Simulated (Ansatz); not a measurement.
**Thickness series in Mg**

The reference is Mg in the bcc (W type) structure (space group Im-3m, No. 229; a = 3.556 Å; a cell from a computed database, its experimental status unchecked). Axes: x, y, z lie along the cube axes.

Free-standing slabs (1 atom(s) a layer) normal to [110] with 15 Å of vacuum; in-plane cell held at bulk.

Level of theory: PBEsol (Ansatz, a quantum-chemistry and plane-wave program; PAW; 420 eV plane waves; spin-orbit coupling left out).

Notes on the quantities. excess energy per area of both faces: slab less bulk energy over the cell's area: twice a surface energy; uncertain by up to 0.1 J/m²; layer's space group: with vacuum.

| variant | excess energy per area of both faces | thickness between the outermost nuclei | layer's space group |
|---|---|---|---|
| 1 layer | – | – | Cmmm (No. 65) |
| 2 layers | 1.36 J/m² | 2.53 Å | Cmme (No. 67) |
| 3 layers | 1.34 J/m² | 5.10 Å | Cmmm (No. 65) |
| 4 layers | 1.3 J/m² | 7.64 Å | Cmme (No. 67) |
| 5 layers | 1.3 J/m² | 10.18 Å | Cmmm (No. 65) |
| 6 layers | 1.3 J/m² | 12.71 Å | Cmme (No. 67) |
| 7 layers | 1.3 J/m² | 15.21 Å | Cmmm (No. 65) |

Slab and bulk use different k-meshes, which limits the precision of the excess energy. Whether these cells are dynamically stable was not tested. This is not the structure that Mg has at room temperature and ambient pressure.
